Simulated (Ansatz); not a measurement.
InP (F-43m) under hydrostatic pressure: electron conductivity mass by r2SCAN with spin-orbit coupling, rigid bands (plane waves, PAW; Ansatz, a quantum-chemistry and plane-wave program). The unloaded cell, whose axes the loads refer to:

```
InP
1.0
    0.00000     2.95332     2.95332
    2.95332     0.00000     2.95332
    2.95332     2.95332     0.00000
In P
1 1
Direct
  0.00000   0.00000   0.00000
  0.25000   0.25000   0.25000
```

```json
[
 {"hydrostatic pressure (GPa)": "-2", "volume per atom (Å³)": "26.58", "electron conductivity mass (mₑ)": "0.0724"},
 {"hydrostatic pressure (GPa)": "0", "volume per atom (Å³)": "25.76", "electron conductivity mass (mₑ)": "?"},
 {"hydrostatic pressure (GPa)": "2", "volume per atom (Å³)": "25.06", "electron conductivity mass (mₑ)": "0.0940"},
 {"hydrostatic pressure (GPa)": "5", "volume per atom (Å³)": "24.18", "electron conductivity mass (mₑ)": "0.106"},
 {"hydrostatic pressure (GPa)": "10", "volume per atom (Å³)": "23.00", "electron conductivity mass (mₑ)": "0.127"}
]
```

Q: Fit a straight line to ln(electron conductivity mass) against the load over the rows given, and predict the row at 0 GPa.

A: The means are x̄ = 3.750 GPa and ȳ = -2.3245; Σ(x − x̄)(y − ȳ) = 3.532 and Σ(x − x̄)² = 76.75, so the slope is 4.60 % per GPa, and the rows given lie within 4.1 % of the line. At 0 GPa the line gives 0.0823 mₑ; the calculation gives 0.0842 mₑ, 2.2 % from it.

Masses are for dilute carriers at 300 K, harmonic means over directions unless an axis is named. Stresses and pressures are the targets of the relaxation. The structure type is held at every load. Geometry: cell and atoms relaxed with r2SCAN.
